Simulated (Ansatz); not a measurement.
Worked calculations on one periodic cell of amorphous Si$_{24}$O$_{51}$Ga$_{2}$: Si24O51Ga2, 77 atoms, volume 1148.0 Å³, made by a melt-quench on the CHGNet potential and relaxed with DFT. O atoms were pushed apart under 1.9 Å during the dynamics, to hinder bonds among them. It is a model cell: composition and starting density were chosen by hand, and all elements were melted together. Cycles of charging were run to anneal it. All values below come from PBE, scalar-relativistic without spin-orbit coupling (plane waves to 420 eV, PAW; Ansatz, a program for electronic structure). Sampling: a 2×2×2 Γ-centred mesh; Fermi-Dirac width 0.02 eV; no spin polarisation. Its volume was held where the quench left it, its shape was free, and it stands at a mean pressure of -2.3 GPa with stress components up to 2.3 GPa; the relaxation ran on the zone centre alone. Its density went from a set 2.36 to 2.36 g/cm³. The cell is small and was quenched far faster than a real film, so it is one sample of the glass.

Q: Count formal charges (Si +4, O -2, Ga +3). What does the count lead one to expect at the Fermi level, and what does the calculation give?

A: 24 × (+4) + 51 × (-2) + 2 × (+3) = 0. The charges balance, so the anion-derived valence states can be full and a gap can open. On this mesh the highest filled and lowest empty level lie 3.47 eV apart; localised defect or tail levels set that (at the zone centre the more localised edge state sits most on one O atom with neighbours Si 1.60 Å, Ga 1.83 Å), and the nearest spread-out levels lie 4.4 eV apart.

Four energies for a hole at PBE on the zone centre alone (charged cells in a uniform background, spin-polarised): neutral at the neutral geometry -51837.980 eV; charged at the neutral geometry -51839.608 eV; charged and relaxed -51839.890 eV; neutral at the charged geometry -51837.236 eV.

Q: Find the two relaxation energies and their sum, the reorganisation energy.

A: On charging: -51839.608 − (-51839.890) = 0.282 eV. On discharging: -51837.236 − (-51837.980) = 0.744 eV. The sum is 1.026 eV. The carrier's level spreads over 4 of the 77 atoms' worth, so it counts as localised, most on one O atom with neighbours Si 1.59 Å, Ga 1.83 Å (neutral geometry). The values are uncorrected: the image energy of a point charge in this cell, 2.84 × 14.40 / (2 × 10.5) = 2.0 eV before screening, is screened by electrons alone at the fixed geometry and by ions too after relaxing, and the carrier can be spread before it relaxes, so each term can be off by up to that value times 1/ε∞, some tenths of an eV. PBE's self-interaction favours spread-out carriers, so a hybrid can localise more.
